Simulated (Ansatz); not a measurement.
## V: element substitutions

Consider V in the bcc (W type) structure (space group Im-3m, No. 229; a = 2.959 Å).

Each row replaces one element on all its sites; cell and atoms are relaxed.

Level of theory: PBEsol (Ansatz, an electronic-structure program, PAW, no spin-orbit coupling), earlier PAW set.

Candidates:
(a) V → Ni
(b) V → Be
(c) V → Fe
(d) V → Cr

Before the change:

```
Item                  Result
-------------------  -------
Lattice parameter a  2.959 Å
```

Order them by lattice parameter a, highest first.

(d) V → Cr (2.814 Å), (c) V → Fe (2.787 Å), (a) V → Ni (2.756 Å), (b) V → Be (2.492 Å)

The magnetic state is the one reached from the starting moments; the real material's order can differ, and small cells can't hold many antiferromagnetic ones. Stability against distortions was not tested. For Ni and Be in this form, whether it has been made was not checked. Starting moments died away, wholly or in part, for V → Ni, the base and V → Cr; another magnetic solution may exist. Spin-polarised in the final run: Ni and Fe; the other runs are not. Real Cr is antiferromagnetic at low temperature and ambient pressure, an order that this cell doesn't hold. This is not the structure that Ni has at room temperature and ambient pressure. This is not the structure that Be has at room temperature and ambient pressure.
